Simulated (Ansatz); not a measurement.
Response to strain in HfN

Base system: HfN in the rock salt structure (space group Fm-3m, No. 225; a = 4.502 Å; relaxed with 0.1 eV smearing). Axes: x, y, z lie along the cube axes.

Strains are applied to the cell and any free atomic positions relax; under biaxial strain the out-of-plane vector relaxes too.

Method: PBEsol (Ansatz, an electronic-structure program; PAW; 420 eV plane waves; no spin-orbit coupling).

Notes on the quantities. energy relative to the base: free energy F.

```json
[
 {"biaxial strain, plane normal [001], relaxed out of plane (%)": "0", "energy relative to the base (meV/atom)": "0.0"},
 {"biaxial strain, plane normal [001], relaxed out of plane (%)": "0.5", "energy relative to the base (meV/atom)": "1.2"},
 {"biaxial strain, plane normal [001], relaxed out of plane (%)": "1", "energy relative to the base (meV/atom)": "4.8"},
 {"biaxial strain, plane normal [001], relaxed out of plane (%)": "1.5", "energy relative to the base (meV/atom)": "10.6"},
 {"biaxial strain, plane normal [001], relaxed out of plane (%)": "2", "energy relative to the base (meV/atom)": "18.5"},
 {"biaxial strain, plane normal [001], relaxed out of plane (%)": "2.5", "energy relative to the base (meV/atom)": "?"},
 {"biaxial strain, plane normal [001], relaxed out of plane (%)": "3", "energy relative to the base (meV/atom)": "40.1"}
]
```

Task: Fit ΔE = Aε² + Bε³ (ε in %) to the rows shown and predict the withheld row.

Result: Least squares on the printed values gives A = 4.96 and B = -0.17 meV/atom (largest residual 0.0 meV/atom); this predicts 28.4 meV/atom, and the run gives 28.4 meV/atom, in agreement.

Whether these cells are dynamically stable was not tested. All final runs are without spin polarisation. An odd electron count without spin: HfN.
